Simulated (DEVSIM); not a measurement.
Structure: Pt/La2O3/p-GaAs capacitor, at 300 K.

| layer (left to right) | material | thickness (nm) | Na (cm⁻³) |
|---|---|---|---|
| 1 | La2O3 | 14.0 | - |
| 2 | GaAs | 8600 | 1.1e15 |

Metal gate on the left, work function 5.6 eV. Fixed charge at the semiconductor interface 0 cm⁻² (in units of +e); no interface traps.

Constants are typed, rounded textbook-type inputs, not results; the design itself was drawn at random and stands for no fabricated device. Values at 300 K.

| parameter | La2O3 | GaAs |
|---|---|---|
| gap (eV) | 5.8 | 1.424 |
| affinity (eV) | 1.8 | 4.07 |
| permittivity | 27 | 12.9 |
| Nc (cm⁻³) | - | 4.7e17 |
| Nv (cm⁻³) | - | 9e18 |

DEVSIM, 1D Poisson equation in equilibrium, Boltzmann statistics, complete ionisation; no quantum confinement or tunnelling. Metal contacts follow the ideal Schottky-Mott rule: no Fermi-level pinning, no interface dipoles.

Give the band bending (positive: bands bend down) and minority sheet density.


```json
[
 {"Vg (V)": "0", "ψs (V)": "-0.216", "minority carriers (cm⁻²)": "< 1e8"},
 {"Vg (V)": "0.3", "ψs (V)": "-0.036", "minority carriers (cm⁻²)": "< 1e8"},
 {"Vg (V)": "0.6", "ψs (V)": "0.255", "minority carriers (cm⁻²)": "< 1e8"},
 {"Vg (V)": "0.9", "ψs (V)": "0.553", "minority carriers (cm⁻²)": "< 1e8"},
 {"Vg (V)": "1.2", "ψs (V)": "0.850", "minority carriers (cm⁻²)": "< 1e8"},
 {"Vg (V)": "1.5", "ψs (V)": "1.142", "minority carriers (cm⁻²)": "7.6e10"}
]
```
